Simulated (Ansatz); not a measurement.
Base system: Mo in the bcc (W type) structure (space group Im-3m, No. 229; a = 3.161 Å; relaxed with 0.1 eV smearing). Axes: x, y, z lie along the cube axes.

Computed with Ansatz (a quantum-chemistry and plane-wave program) PBE, without spin-orbit coupling.

Now apply this change: every lattice vector is stretched by 3.00 %; the atoms relax in the strained cell.

**Question.** Predict the stress tensor and what it implies for the stiffness.

**Answer.** Stress of the strained cell less that of the base (GPa, compression positive):
```
  -19.0     0.0     0.0
    0.0   -19.0     0.0
    0.0     0.0   -19.0
```

Then B = −ΔP/(ΔV/V₀) with ΔV/V₀ = 0.0927 gives secant stiffness values (nonlinear terms included at this strain): B ≈ 205 GPa.

As a check, the harmonic strain energy −½ V₀ Δσ:ε is 84 meV/atom; the computed energy rise is 94 meV/atom.

Stability against distortions was not tested. All final runs are without spin polarisation.
